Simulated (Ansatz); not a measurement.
YAl2 (Fd-3m), PBEsol, DFPT electron-phonon coupling, linearised Boltzmann equation (Ansatz, a quantum-chemistry and plane-wave program): phonon-limited resistivity 33.8 μΩ·cm at 300 K, 44.9 μΩ·cm at 400 K, current-weighted mean free path 6.3 nm.

Problem. What is the classical skin depth at 1 GHz (nonmagnetic, μ₀ = 1.257×10⁻⁶ H/m)?

Solution. δ = √(ρ/(π f μ₀)) = 9250 nm.

Problem. Estimate the electronic thermal conductivity at 300 K by the Wiedemann-Franz law (L₀ = 2.44×10⁻⁸ W·Ω/K²).

Solution. L₀T/ρ = 2.44×10⁻⁸ × 300/(33.8×10⁻⁸) = 21.7 W/(m·K). Inelastic scattering puts the true Lorenz number somewhat under L₀ near and below the Debye temperature.

Problem. Estimate the resistivity of a 40 nm square wire with diffuse walls from ρ ≈ ρ₀(1 + 3ℓ/4d).

Solution. 1 + 0.75 × 6.3/40 = 1.12, so ρ ≈ 37.8 μΩ·cm and a line 1 μm long has 236 Ω. The formula is the free-electron limit for d well above ℓ; grain boundaries add to it.

A metal at this level (no band gap). Only scattering by harmonic phonons is included (no impurities, grain boundaries, electron-electron scattering or thermal expansion). Spin-orbit coupling is left out. The run warned that the eigensolver left some states short of its tolerance. Halving the electron mesh (20x20x20) moves the resistivity by up to 8 % at 300 K, the mean free path by up to 5 %. Smearing 0.20 eV; phonons on a 3x3x3 q mesh, which this run doesn't test.
